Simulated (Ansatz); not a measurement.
System: CsPbCl₃ (model structure, started from the 2H-BaNiO3 type, P6₃/mmc, No. 194, 10 atoms in the cell). Method: PBEsol (PAW; Ansatz, an electronic-structure program).

Settings: plane-wave cutoff 500 eV, 6×6×6 k mesh, Fermi–Dirac smearing 0.05 eV, scalar-relativistic PAW data made under PBE.

Cell (relaxed at this level):

```cif
data_Cl6Cs2Pb2
_chemical_formula_sum 'Cs2 Pb2 Cl6'
_space_group_name_H-M_alt 'P 1'
_space_group_IT_number 1
_cell_length_a 7.49795
_cell_length_b 7.49795
_cell_length_c 7.15705
_cell_angle_alpha 90.000
_cell_angle_beta 90.000
_cell_angle_gamma 120.000
loop_
_space_group_symop_operation_xyz
  'x, y, z'
loop_
_atom_site_label
_atom_site_type_symbol
_atom_site_fract_x
_atom_site_fract_y
_atom_site_fract_z
_atom_site_occupancy
Cs1 Cs 0.33333 0.66667 0.75000 1
Cs2 Cs 0.66667 0.33333 0.25000 1
Pb1 Pb 0.00000 0.00000 0.00000 1
Pb2 Pb 0.00000 0.00000 0.50000 1
Cl1 Cl 0.17196 0.34393 0.25000 1
Cl2 Cl 0.65607 0.82804 0.25000 1
Cl3 Cl 0.17196 0.82804 0.25000 1
Cl4 Cl 0.82804 0.65607 0.75000 1
Cl5 Cl 0.34393 0.17196 0.75000 1
Cl6 Cl 0.82804 0.17196 0.75000 1
```

Question: Estimate the band gap that the calculation returns.

Answer: 
band gap: 3.20 eV (on the SCF k mesh)

Note: the relaxation could raise the start's symmetry but not lower it, so the cell can be a saddle point.

Spin–orbit coupling is not included; with these elements it can move the gap by several tenths of an eV or more.

Computing time: very roughly 6 core-minutes.

A model structure was made by putting elements into a prototype or built by hand; it is no filed structure, need not be a known phase, and can be a saddle point held by its symmetry.
